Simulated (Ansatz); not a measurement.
The parent structure is SiO2 (space group P3_121, No. 152; a = 5.022 Å, c = 5.510 Å). Axes: x lies along a and z along c of the hexagonal cell.

Method: Ansatz (a quantum-chemistry and plane-wave program) PBE, no spin-orbit coupling.

Base values:

```
Item                   Result
-------------------  --------
Smallest direct gap   6.01 eV
Band gap              5.68 eV
Pressure             0.0 kbar
```

Perturbation: tensile biaxial strain of 0.68 % in the plane normal to [001], as in epitaxy on a mismatched substrate; the out-of-plane cell vector and the atoms relax.

Q: Estimate the effect on the smallest direct gap, band gap and pressure.

A: The smallest direct gap decreases by 0.03 eV to 5.98 eV; the band gap falls by 0.03 eV to 5.65 eV; the pressure (mean of the normal stresses, compression positive) goes from zero to -3.4 kbar.

Whether these cells are dynamically stable was not tested.
